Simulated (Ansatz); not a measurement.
Inside the gap of an insulator the Bloch states are evanescent, with a wavenumber k + iκ along the transport direction.

Given:

```
CELL_PARAMETERS angstrom
      5.09418     0.00000     0.00000
      0.00000     5.15064     0.00000
      0.87617     0.00000     5.20295
ATOMIC_POSITIONS crystal
  Hf 0.72386 0.54194 0.70791
  Hf 0.27614 0.45806 0.29209
  Hf 0.27614 0.04194 0.79209
  Hf 0.72386 0.95806 0.20791
  O  0.55200 0.25747 0.97858
  O  0.44800 0.74253 0.02142
  O  0.44800 0.75747 0.52142
  O  0.55200 0.24253 0.47858
  O  0.93164 0.66924 0.34625
  O  0.06836 0.33076 0.65375
  O  0.06836 0.16924 0.15375
  O  0.93164 0.83076 0.84625
```

Space group of this cell: P2_1/c. The cell is taken as given; by r2SCAN its mean pressure is 3.8 GPa.

Transport runs along the normal of the first two printed cell vectors.

No gap correction and no spin-orbit coupling; mid-gap values are interpolated between computed energies.

Predict the band gap and the smallest decay constant κ at mid-gap from r2SCAN in Ansatz (an electronic-structure program).

Gap 4.64 eV on a 6×6×6 mesh; κ = 0.436 1/Å, at the zone centre.
